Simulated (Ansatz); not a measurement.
Band structure of KMgF3 (Pm-3m, 5 atoms in the cell).

```
CELL_PARAMETERS angstrom
      4.00234     0.00000     0.00000
      0.00000     4.00234     0.00000
      0.00000     0.00000     4.00234
ATOMIC_POSITIONS crystal
  K  0.50000 0.50000 0.50000
  Mg 0.00000 0.00000 0.00000
  F  0.00000 0.50000 0.00000
  F  0.50000 0.00000 0.00000
  F  0.00000 0.00000 0.50000
```

Level of theory: PBE (plane waves, PAW; Ansatz, a first-principles code).

Settings: kpoints.mp_grid.grid = 4 4 4; hamiltonian.xc = pbe; hamiltonian.pseudopotentials = {kind: paw} (the program's default PAW files); scf.occupations.method = fermi_dirac; scf.occupations.width = 0.02 eV; kpoints.band_path.npoints = 8.

The starting cell comes from a database of computed structures (which also holds hypothetical and non-ambient phases and stackings), without a prior relaxation at this level. Its lattice was rescaled by a random factor within 2.5 % of one.

Question: Predict the gap along the standard path and the places of the band edges.

Answer: The gap along the path is 7.24 eV, from R to Γ; the smallest direct gap on it is 7.56 eV.

Levels in eV from the top of the valence band on the path, bands 17 to 24:
```json
[
 {"point": "Γ", "17": "-0.61", "18": "-0.32", "19": "-0.32", "20": "-0.32", "21": "7.24", "22": "10.07", "23": "10.07", "24": "12.18"},
 {"point": "X", "17": "-0.85", "18": "-0.85", "19": "-0.52", "20": "-0.52", "21": "10.05", "22": "10.35", "23": "11.08", "24": "12.72"},
 {"point": "M", "17": "-1.02", "18": "-0.88", "19": "-0.88", "20": "-0.02", "21": "10.86", "22": "11.63", "23": "12.53", "24": "12.53"},
 {"point": "R", "17": "-1.10", "18": "0.00", "19": "0.00", "20": "0.00", "21": "10.41", "22": "10.41", "23": "10.41", "24": "13.91"}
]
```

Keys are those of Ansatz 0.2.
